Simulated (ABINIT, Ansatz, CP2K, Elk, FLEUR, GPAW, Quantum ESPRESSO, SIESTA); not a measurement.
Code comparison for CdSe (P6_3mc, 4 atoms in the cell)

Self-consistent single point.

```xyz
4
Lattice="4.3283 0.0000 0.0000 -2.1641 3.7484 0.0000 0.0000 0.0000 7.0608" Properties=species:S:1:pos:R:3 pbc="T T T"
Cd     2.1641     1.2495     3.5300
Cd     0.0000     2.4989     7.0604
Se     2.1641     1.2495     6.1846
Se     0.0000     2.4989     2.6542
```

All programs got the same cell, k-point mesh and kind of occupations (in Ansatz's words: kpoints.mp_grid.grid = 5 5 3; scf.occupations.method = fermi_dirac; scf.occupations.width = 0.0007 Ry); potentials, basis and cutoffs are each program's usual ones.

```
code                                                                                                                                model  pressure (GPa)  largest force (eV/Å)  gap on the mesh (eV)  k-points           cutoff
----------------  -----------------------------------------------------------------------------------------------------------------------  --------------  --------------------  --------------------  --------  ---------------
Elk                                        PBE, all-electron FP-LAPW, Elk's shipped species files, APW+lo basis with extra local orbitals               –                     –                 0.590        15       rgkmax 7.5
FLEUR                                                                        PBE, all-electron FLAPW (FLEUR), scalar-relativistic valence               –                 0.011                 0.640        10  Kmax 4.3 1/bohr
Ansatz                                                                                                             PBE, default PAW files            1.86                 0.010                 0.625        10          default
GPAW                                                                                         PBE, GPAW PAW datasets PBE (gpaw-data 1.0.1)            1.67                 0.010                 0.619        10           600 eV
SIESTA            GGA PBE, numerical atomic orbitals DZP, PseudoDojo PBE standard norm-conserving potentials (rewritten from UPF to PSML)            1.08                 0.010                 0.862        38      grid 300 Ry
CP2K                                                              PBE, GPW, DZVP-MOLOPT-SR-GTH basis, GTH-PBE potentials (GTH_POTENTIALS)            2.71                 0.016                 0.629        38      grid 500 Ry
Quantum ESPRESSO                                                                           PBE, GBRV 1.5 ultrasoft (PBE) pseudopotentials            1.91                 0.011                 0.596        10            40 Ry
ABINIT                                                                                                        PBE, PAW (JTH v2.0 PBE PAW)            1.87                 0.010                 0.617        10            40 Ry
```

A dash marks a value that a program does not give, or that is left out as unsure.

Gaps are read on the mesh.

The spread over the programs that give each value: pressure within 1.63 GPa; largest force within 0.006 eV/Å; gap on the mesh within 0.272 eV.

The starting cell comes from a database of computed structures (which also holds hypothetical and non-ambient phases and stackings), without a prior relaxation at this level. Its lattice was rescaled by a random factor within 2.5 % of one.

Problem. Why do the programs differ, and what cannot be compared?

Solution. Differences of this kind can come from the potentials, where these differ, and from what each basis and cutoff leave unconverged. The valence holds different numbers of electrons (FLEUR 68, Ansatz (a quantum-chemistry and plane-wave program) 72, GPAW 36, SIESTA 72, CP2K 36, Quantum ESPRESSO 36, ABINIT 36). The zero of total energies and Fermi levels follows the potentials and each program's conventions, so they are not compared here. SIESTA and CP2K use small atom-centred bases, whose incompleteness enters pressures, forces and empty levels differently from a plane-wave cutoff. Elk and FLEUR treat all electrons, but the usual bases taken here (sphere radii, linearisation, local orbitals, empty states) were not tested for convergence, so the values are no reference for the others. Ansatz's pressure is given at a fixed set of plane waves, as the other plane-wave codes print theirs; with its correction for the finite basis it is 1.89 GPa. Ansatz's smearing width was typed in Ry to four decimals, so it matches the others to a few per cent. The programs reduce the same mesh by symmetry to different extents, which changes the work and not the result. In the gap, SIESTA (by 0.244) lies more than 0.12 eV from the median of the plane-wave programs.

Keys are those of Ansatz 0.2.
